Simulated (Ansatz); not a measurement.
**Ga2O3 (model structure, started from the A-La2O3 type, P-3m1, No. 164, 5 atoms in the cell)**

These are HSE06+SOC (PAW; Ansatz, a first-principles code) values and carry that method's errors.

Numerical settings: plane-wave cutoff 460 eV, 9×9×4 k mesh (along the axes of the cell as run), Fermi–Dirac smearing 0.01 eV, PAW data made under PBE.

Cell (relaxed with PBEsol):

```yaml
crystal:
  lattice:
    - [2.99327, 0.00000, 0.00000]
    - [-1.49663, 2.59225, 0.00000]
    - [0.00000, 0.00000, 6.97363]
  atoms:
    - { symbol: Ga, position: [0.33333, 0.66667, 0.20001] }
    - { symbol: Ga, position: [0.66667, 0.33333, 0.79999] }
    - { symbol: O, position: [0.00000, 0.00000, 0.00000] }
    - { symbol: O, position: [0.33333, 0.66667, 0.69516] }
    - { symbol: O, position: [0.66667, 0.33333, 0.30484] }
```

```yaml
band_gap: 4.20 eV (on the SCF k mesh)
```

Note: the relaxation could raise the start's symmetry but not lower it, so the cell can be a saddle point; cell and atoms aren't relaxed at this level (largest force component 0.38 eV/Å, pressure -1.8 GPa); the cell has widely spaced layers and the level no dispersion term, so their spacing and the moduli can rest on weak binding.

Computed values are for the static lattice.

A model structure was made by putting elements into a prototype or built by hand; it is no filed structure, need not be a known phase, and can be a saddle point held by its symmetry.
